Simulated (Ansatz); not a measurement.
**OH on the 1x1 (101) surface of anatase TiO2 (cut with top plane O), one in a 2x1 cell, started at the site 'bridge O-O-O (span 3.8 Å)'**

Host crystal: anatase TiO2, with a band gap (PBE, scalar-relativistic without spin-orbit coupling).

All values below come from PBE (plane waves to 420 eV, PAW; Ansatz, a quantum-chemistry and plane-wave program).

Slab: 38 atoms, 9.4 Å thick at the start under the adsorbate (thin: gaps and levels are the slab's own); k 3x4x1, smearing 0.01 eV, dipole-corrected; 14 atoms held, the rest relaxed; no symmetry held; spin-polarised, ending with about 1.0 μB a cell; orders that need a larger cell were not tried, no spin-orbit, no U, no dispersion correction. At the end it is bonded to Ti. In PBE this state lies 0.08 eV over the lowest of the starts that converged ('top O #2').

| Quantity | Value |
|---|---|
| adsorption energy against H2O(g) − ½ H2(g) | 2.37 eV |
| gap of the slab on its k-mesh | 0.76 eV |
| highest filled level below the top vacuum level | 7.44 eV |
| change of the step from the bottom to the top vacuum level, against the clean slab | -0.009 eV |
| energy released by relaxation | 1.60 eV |
| height of the binding atom over the mean of the host atoms within 0.3 Å of the top one | 0.848 Å |
| magnetic moment of the cell | 1.00 μB |
| nearest host atoms of the binding atom | Ti at 2.07 Å, O at 2.35 Å, O at 2.63 Å |
| largest move of a host atom | 0.18 Å |
| note | in the relaxation the adsorbate left its starting site by 2.3 Å |
| cost | around 100 core-minutes (rough) |

A negative adsorption energy means that the adsorbate is more stable on the surface than in its reference.
